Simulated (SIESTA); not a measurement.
Checking a run of SIESTA on La3Mg (P6_3/mmc, 8 atoms in the cell). The aim is a self-consistent single point with DFT, GGA PBEsol, numerical atomic orbitals DZP, PseudoDojo PBEsol standard norm-conserving potentials (rewritten from UPF to PSML).

Cell that was meant: a = 7.3550 Å, b = 7.3550 Å, c = 5.7379 Å, α = 90.00°, β = 90.00°, γ = 120.00°.

Part of the input:

```
# files in the folder: La.psml Mg.psml (PseudoDojo PBEsol standard)
SystemName  siesta
SystemLabel siesta

NumberOfAtoms                7
NumberOfSpecies              2
%block ChemicalSpeciesLabel
  1 57 La
```

The program printed (abridged):

```
reinit: Reading from file input.fdf

reinit: System Name: siesta
reinit: System Label: siesta

   [... lines left out ...]
       -3.677510    6.369634    0.000000
        0.000000    0.000000    5.737870

outcell: Cell vector modules (Ang)   :    7.355020    7.355020    5.737870
outcell: Cell angles (23,13,12) (deg):     90.0000     90.0000    120.0000
outcell: Cell volume (Ang**3)        :    268.8122
new_DM -- step:     1
Initializing Density Matrix...

Attempting to read DM from file... Failed...
DM filled with atomic data:

InitMesh: MESH = 72 x 72 x 60 = 311040
InitMesh: Mesh cutoff (required, used) =   300.000   302.206 Ry

stepf: Fermi-Dirac step function
        iscf     Eharris(eV)        E_KS(eV)     FreeEng(eV)     dDmax    Ef(eV) dHmax(eV)
   scf:    1    -7301.972926    -7340.119913    -7340.230190  1.636743 -5.142592  4.301710
   scf:    2    -7340.484710    -7340.410039    -7340.516763  0.053233 -5.163684  3.211123
   scf:    3    -7340.549365    -7340.519823    -7340.626691  0.036610 -5.189508  2.303515
   scf:    4    -7340.702002    -7340.627602    -7340.732712  0.048018 -5.229089  0.855778
   scf:    5    -7340.640768    -7340.635816    -7340.740834  0.020226 -5.244049  0.150814
   scf:    6    -7340.636324    -7340.636185    -7340.741672  0.002731 -5.237698  0.047318
   scf:    7    -7340.635933    -7340.636072    -7340.741740  0.001080 -5.235530  0.004797
   scf:    8    -7340.636081    -7340.636077    -7340.741743  0.000091 -5.235375  0.001533
   scf:    9    -7340.636083    -7340.636080    -7340.741744  0.000064 -5.235323  0.000994
SCF Convergence by DM+H criterion
max |DM_out - DM_in|         :     0.0000641748
max |H_out - H_in|      (eV) :     0.0009940303
SCF cycle converged after 9 iterations

Using DM_out to compute the final energy and forces

siesta: E_KS(eV) =            -7340.6361

siesta: E_KS - E_eggbox =     -7340.6361

siesta: Atomic forces (eV/Ang):
     1    0.000000   -0.356049   -0.000000
     2    0.000004    0.590506   -0.000000
     3    0.511396   -0.295255   -0.000000
     4   -0.308343    0.178022   -0.000000
     5    0.308347    0.178024   -0.000000
     6   -0.511391   -0.295256   -0.000000
     7   -0.000054    0.000031   -0.000000
   Tot   -0.000042    0.000024   -0.000000
   Max    0.590506
   Res    0.260622    sqrt( Sum f_i^2 / 3N )
   [... lines left out ...]
siesta: FreeEng =     -7340.741744
   [... lines left out ...]
siesta:     0.000037    0.004309   -0.000000
siesta:     0.000000   -0.000000    0.011335

siesta: Cell volume =        268.812241 Ang**3

siesta: Pressure (static):
siesta:                Solid            Molecule  Units
siesta:          -0.00007228         -0.00014843  Ry/Bohr**3
siesta:          -0.00663679         -0.01362839  eV/Ang**3
siesta:         -10.63330957        -21.83508353  kBar
```

Q: Is this run sound? If not, what is wrong?

A: The run is not sound. The fault is an atom count that does not match the list of atoms. The program trusts the stated count: too many runs off the end of the list, too few can drop atoms without a word. To fix it, make the count match the list. The run converged in 9 iterations without an error; against the sound input the pressure goes from 0.06 to -1.06 GPa and the largest force goes from 0.385 to 0.591 eV/Å.

The sound input it was made from differs as follows (other fixes are possible):
```diff
-SystemName  siesta
+SystemName  La3Mg
-NumberOfAtoms                7
+NumberOfAtoms                8
```

With that input, the run converged in 8 iterations: free energy E − TS -8955.9548 eV; Fermi level (on the code's own zero) -5.34 eV; pressure 0.06 GPa; largest force (vector length) 0.385 eV/Å (DFT, GGA PBEsol, numerical atomic orbitals DZP, PseudoDojo PBEsol standard norm-conserving potentials (rewritten from UPF to PSML)).

On the sound input: the starting cell comes from a database of computed structures (which also holds hypothetical and non-ambient phases and stackings), without a prior relaxation at this level. Values carry the incompleteness of an atom-centred basis.
